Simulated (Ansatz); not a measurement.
For L1₂ (Cu3Au-type) Pt₃Ti, revPBE (Ansatz, an electronic-structure program, PAW) gives:

```
Item                                    Result
------------------------------  --------------
equilibrium lattice constant a         3.965 Å
bulk modulus B0                        224 GPa
cohesive energy                   5.78 eV/atom
formation enthalpy              -0.849 eV/atom
```

Question: What does r²SCAN+rVV10 in Ansatz (PAW) give for the same quantities?

Answer: 
- lattice constant a: 3.908 Å (drops by 1.4 %)
- bulk modulus: 267 GPa (increases by 19 %)
- cohesive energy: 6.74 eV/atom (grows by 0.96 eV/atom)
- formation enthalpy: -0.919 eV/atom (moves by -0.070 eV/atom)

For comparison: lattice constant a 3.916 Å (measured, temperature not stated, no zero-point or thermal correction; as tabulated in Molecular Dynamics Simulations of PtTi High-Temperature Shape Memory Alloys …).

Changes are worked out from the printed values.

Unless a cell is named, each level is at its own relaxed cell (revPBE 15.58, r²SCAN+rVV10 14.92 Å³/atom).

Levels without +SOC leave out spin–orbit coupling, which shifts energies and cells of such heavy elements.

The crystal itself was run without spin with revPBE, r²SCAN+rVV10; a magnetic state was not tried in these runs.

Ansatz's density-functional and Hartree–Fock values are scalar-relativistic unless marked +SOC, with PAW data made under PBE.
